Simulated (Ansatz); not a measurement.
## KTaO3 in the cubic perovskite structure (space group Pm-3m, No. 221)

```cif
data_KO3Ta
_chemical_formula_sum 'K1 Ta1 O3'
_space_group_name_H-M_alt 'Pm-3m'
_space_group_IT_number 221
_space_group_name_Hall '-P 4 2 3'
_cell_length_a 3.98532
_cell_length_b 3.98532
_cell_length_c 3.98532
_cell_angle_alpha 90.000
_cell_angle_beta 90.000
_cell_angle_gamma 90.000
loop_
_atom_site_label
_atom_site_type_symbol
_atom_site_symmetry_multiplicity
_atom_site_Wyckoff_symbol
_atom_site_fract_x
_atom_site_fract_y
_atom_site_fract_z
_atom_site_occupancy
K1 K 1 a 0.00000 0.00000 0.00000 1
Ta1 Ta 1 b 0.50000 0.50000 0.50000 1
O1 O 3 c 0.00000 0.50000 0.50000 1
```

Computed with PBEsol/PAW in Ansatz (a first-principles code), spin-orbit coupling left out. k-mesh 8×8×8 (Γ-centred); smearing 0.05 eV (Fermi–Dirac).

```yaml
volume_per_atom: 12.66 Å³
density: 7.03 g/cm³
band_gap: 2.14 eV, indirect, R → Γ
Lowest conduction-band minima above the VBM: Γ 2.14 eV
total_energy: -2602.215 eV/atom (σ→0; compares only within this code and set-up)
```

Spin-orbit coupling, missing from the scalar runs, can matter with Ta. Semilocal Kohn–Sham gaps tend to fall short of experiment. Stability against distortions was not tested.
